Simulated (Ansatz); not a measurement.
# What pressure 3 GPa does to CsSnI3

Take CsSnI₃ in the cubic perovskite structure (space group Pm-3m, No. 221; a = 6.2713 Å) as the base.

One thing is altered: cell and atoms relaxed at a pressure of 3 GPa.

Calculations: PBE (Ansatz, a program for electronic structure; PAW; 420 eV plane waves; no spin-orbit coupling). k-mesh 6×6×6 (Γ-centred); smearing 0.05 eV (Fermi–Dirac).

```json
[
 {"quantity": "volume per atom", "base": "49.33 Å³", "changed": "43.11 Å³", "shift": "-6.215 Å³"},
 {"quantity": "lattice parameter a", "base": "6.271 Å", "changed": "5.996 Å", "shift": "-0.275 Å"},
 {"quantity": "shortest interatomic distance", "base": "3.136 Å", "changed": "2.998 Å", "shift": "-0.138 Å"},
 {"quantity": "enthalpy H = E + PV relative to the base's energy", "base": "–", "changed": "+0.86 eV/atom", "shift": "–"},
 {"quantity": "band gap", "base": "0.45 eV", "changed": "zero", "shift": "–"}
]
```

A case with no gap was solved on a k-mesh chosen for an insulator, which is coarse for it. With I present, leaving out spin-orbit coupling can change the band edges. Load acts through the strain it causes; cell and atoms are relaxed under it. No phonon test of stability was made. The final runs are not spin-polarised. Many cubic perovskites are stable only at high temperature; tilts and polar distortions were not tested. A zero or small gap of CsSnI3 under pressure 3 GPa can be the functional's error rather than a property of the material.
